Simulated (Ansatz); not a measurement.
The reference is HgTe in the zinc blende structure (space group F-43m, No. 216; a = 6.5734 Å).

It is then changed as follows: Cd takes the place of Hg on all its sites, then cell and atoms are relaxed.

Levels (all Ansatz, an electronic-structure program, PAW, earlier PAW set): r2SCAN (500 eV, no SOC); HSE06 (420 eV, no spin-orbit coupling); HSE06+SOC (420 eV, noncollinear with spin-orbit coupling).

At the geometry relaxed with r2SCAN, these levels gave the following band gaps, in shuffled order: (a) 1.21 eV, (b) 1.51 eV, (c) 1.16 eV.

Task: Match each gap to its level.

Result: (a) HSE06+SOC; (b) HSE06; (c) r2SCAN.

Single points use the geometry relaxed with r2SCAN. The spin-orbit shifts are approximate. Spin-orbit coupling, missing from the scalar runs, can matter with Te. No phonon test of stability was made. The runs without spin-orbit coupling are not spin-polarised.
